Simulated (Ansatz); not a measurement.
The parent structure is KBr in the rock salt structure (space group Fm-3m, No. 225; a = 6.7055 Å).

The values are results of PBE (Ansatz, an electronic-structure program, PAW, no spin-orbit coupling), not measurements.

For the base:

```
Quantity            Result
-------------  -----------
Band gap           4.31 eV
Gap character  direct at Γ
```

The change: an isotropic linear strain of +2.50 %, atoms relaxed at fixed cell.

Q: Estimate the effect on the band gap and gap character.

A: The band gap decreases by 0.18 eV, from 4.31 eV to 4.13 eV; the gap character is still direct at Γ.

No phonon test of stability was made.
